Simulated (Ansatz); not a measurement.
**A computed series for Ti: pressure series**

The parent structure is Ti in the hcp (Mg type) structure (space group P6_3/mmc, No. 194; a = 2.939 Å, c = 4.650 Å).

Cell and atoms are relaxed at each pressure.

Computed with PBE, PAW, 420 eV (Ansatz, an electronic-structure program; spin-orbit coupling left out), earlier PAW set.

Candidates:
(a) pressure 30 GPa
(b) pressure 100 GPa
(c) pressure −1 GPa
(d) pressure 15 GPa

For the base:

| Quantity | Result |
|---|---|
| c/a ratio | 1.582 |

Order them by c/a ratio, highest first.

(b) pressure 100 GPa (1.744), (a) pressure 30 GPa (1.592), (d) pressure 15 GPa (1.587), (c) pressure −1 GPa (1.582)

Load acts through the strain it causes; cell and atoms are relaxed under it. Stability against distortions was not tested. Competing high-pressure phases were not computed. The final runs are not spin-polarised.
